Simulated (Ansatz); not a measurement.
Results of B3LYP (VWN-RPA form) (PAW; Ansatz, a first-principles code) for C11b MoSi2.

Numerical settings: plane-wave cutoff 460 eV, 12×12×12 k mesh, Fermi–Dirac smearing 0.05 eV, no spin polarisation, scalar-relativistic PAW data made under PBE.

Computed at the level's own relaxed cell.

Problem. What does this level give for the lattice parameter a and lattice parameter c?

Solution. 
lattice parameter a: 3.238 Å
lattice parameter c: 7.869 Å

Measured, for comparison: lattice constant a 3.205 Å, lattice parameter c 7.845 Å (temperature not stated, not corrected to a static lattice; as tabulated in Pavlosiuk et al. (2022), arXiv:2202.05362). Computed (rounded) less measured: lattice constant a +1.0 %, lattice parameter c +0.3 %.

Note: the run has no spin polarisation, so it can have missed a magnetic state.

The computed numbers hold no vibrational or temperature effects.

Cost on a shared machine: roughly 110 core-minutes.
